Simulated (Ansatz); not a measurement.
The starting structures come from a database of crystals and need not be the phases stable at ambient conditions.

 Where the default PAW files enter, the runs use the earlier of Ansatz's two default sets.

By PBEsol, the system below comes out a metal.

Given:

```xyz
6
Lattice="4.8812 0.0000 0.0000 -2.4406 4.3259 0.0000 2.4406 0.0000 4.2411" Properties=species:S:1:pos:R:3 pbc="T T T"
Al     2.4406     0.7907     2.1205
Al     2.4406     3.5352     2.1205
Al     4.8812     2.1630     3.4659
Al     0.0000     2.1630     0.7752
Cu     3.6609     0.0000     0.0000
Cu     1.2203     0.0000     0.0000
```

Space group of this cell: Fmmm. The cell is strained (lengths across the current scaled by 1.02, ions clamped); by PBEsol its mean pressure is -3.3 GPa.

The current flows along the normal of the first two printed cell vectors. No spin-orbit coupling; the value is a mean over 0.1 eV about the Fermi level.

State the ballistic conductance per area according to Ansatz (a program for electronic structure) with PBEsol.

0.91 × 10¹⁵ S/m² for both spins.
